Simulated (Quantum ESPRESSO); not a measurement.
Band structure of SnSe2 (P-3m1, 3 atoms in the cell).

```yaml
crystal:
  lattice:
    - [3.75162, 0.00000, 0.00000]
    - [-1.87581, 3.24899, 0.00000]
    - [0.00000, 0.00000, 6.33346]
  atoms:
    - { symbol: Sn, position: [0.00000, 0.00000, 0.00000] }
    - { symbol: Se, position: [0.66667, 0.33333, 0.75710] }
    - { symbol: Se, position: [0.33333, 0.66667, 0.24290] }
```

Level of theory: PBEsol, GBRV 1.5 ultrasoft (PBESOL) pseudopotentials (plane waves; Quantum ESPRESSO).

Settings: ecutwfc = 40 Ry; ecutrho = 200 Ry; occupations = fixed; potentials = {Sn: sn_pbesol_v1.4.uspp.F.UPF, Se: se_pbesol_v1.uspp.F.UPF}; K_POINTS = automatic 10 10 5 0 0 0; nbnd = 19; conv_thr = 1e-09 Ry.

The starting cell comes from a database of computed structures (which also holds hypothetical and non-ambient phases and stackings), without a prior relaxation at this level. Its lattice was rescaled by a random factor within 2.5 % of one.

Problem. Predict the gap along the standard path and the places of the band edges.

Solution. The gap along the path is 0.75 eV, from a point between Γ and M to a point between A|L and M|K; the smallest direct gap on it is 1.22 eV.

Levels in eV from the top of the valence band on the SCF mesh, bands 10 to 17:
| point | 10 | 11 | 12 | 13 | 14 | 15 | 16 | 17 |
|---|---|---|---|---|---|---|---|---|
| Γ | -0.58 | -0.25 | -0.22 | -0.22 | 1.29 | 3.05 | 4.74 | 4.74 |
| M | -2.92 | -2.62 | -1.16 | -0.28 | 1.12 | 3.81 | 5.39 | 5.64 |
| K | -3.87 | -3.52 | -1.46 | -1.46 | 1.53 | 6.49 | 6.49 | 7.39 |
| A | -0.64 | -0.64 | -0.11 | -0.11 | 2.58 | 3.02 | 4.54 | 4.54 |
| L | -2.50 | -2.16 | -0.81 | -0.57 | 0.78 | 4.20 | 4.74 | 5.59 |
| H | -4.26 | -3.79 | -0.52 | -0.52 | 2.50 | 4.69 | 4.69 | 6.27 |
